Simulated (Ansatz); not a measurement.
Results of PBE0 in Ansatz (PAW) for GeS2 (model structure, started from the GeO2 type, P3₂21, No. 154, 9 atoms in the cell).

Run with plane-wave cutoff 460 eV, 6×6×4 k mesh (along the axes of the cell as run), Fermi–Dirac smearing 0.01 eV, scalar-relativistic PAW data made under PBE.

Cell (relaxed with PBEsol):

```xyz
9
Lattice="5.8069 0.0000 0.0000 -2.9034 5.0289 0.0000 0.0000 0.0000 6.9533" Properties=species:S:1:pos:R:3 pbc="T T T"
Ge     1.5875     2.7497     3.4767
Ge     2.6319     0.0000     1.1589
Ge    -1.3159     2.2793     5.7945
S      0.8424     1.8224     5.3711
S      0.9040     4.8473     3.0533
S     -1.7464     3.3881     0.7355
S      1.1571     1.6408     1.5823
S      3.7459     3.2065     3.9001
S      3.8074     0.1817     6.2178
```

### Question
Estimate the band gap, smallest direct gap on the k points sampled and Γ–Γ gap that the calculation returns.

### Answer

* **band gap**: 3.51 eV (indirect)
* **smallest direct gap on the k points sampled**: 3.64 eV
* **Γ–Γ gap**: 3.97 eV

Note: the relaxation could raise the start's symmetry but not lower it, so the cell can be a saddle point; cell and atoms aren't relaxed at this level.

Spin–orbit coupling is not included.

A model structure was made by putting elements into a prototype or built by hand; it is no filed structure, need not be a known phase, and can be a saddle point held by its symmetry.

Ansatz is a program for electronic structure.
